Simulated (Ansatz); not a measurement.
The starting structures come from a database of crystals and need not be the phases stable at ambient conditions.

Inside the gap of an insulator the Bloch states are evanescent, with a wavenumber k + iκ along the transport direction.

Here is the system:

```yaml
crystal:
  lattice:
    - [3.88849, 0.00000, 0.00000]
    - [0.00000, 9.32185, 0.00000]
    - [1.94425, -2.09425, 9.32983]
  atoms:
    - { symbol: Rb, position: [0.50000, 0.50000, 0.00000] }
    - { symbol: In, position: [0.71129, 0.66128, 0.57742] }
    - { symbol: In, position: [0.28871, 0.33872, 0.42258] }
    - { symbol: In, position: [0.64767, 0.08057, 0.70466] }
    - { symbol: In, position: [0.35233, 0.91943, 0.29534] }
    - { symbol: In, position: [0.00000, 0.00000, 0.00000] }
    - { symbol: S, position: [0.83443, 0.47944, 0.33114] }
    - { symbol: S, position: [0.16557, 0.52056, 0.66886] }
    - { symbol: S, position: [0.92648, 0.79325, 0.14704] }
    - { symbol: S, position: [0.07352, 0.20675, 0.85296] }
    - { symbol: S, position: [0.58371, 0.86967, 0.83258] }
    - { symbol: S, position: [0.41629, 0.13033, 0.16742] }
    - { symbol: S, position: [0.76338, 0.15310, 0.47324] }
    - { symbol: S, position: [0.23662, 0.84690, 0.52676] }
```

Space group of this cell: C2/m. The cell is taken as given; by PBEsol its mean pressure is -1.1 GPa.

Transport runs along the normal of the first two printed cell vectors.

The gap is the functional's own. No spin-orbit coupling. Mid-gap values are interpolated on the energy grid.

### Question
Compute, with PBEsol in Ansatz (a quantum-chemistry and plane-wave program), the band gap and the smallest decay constant κ at mid-gap.

### Answer
Gap 1.29 eV on a 8×4×8 mesh; κ = 0.134 1/Å, at the zone centre.
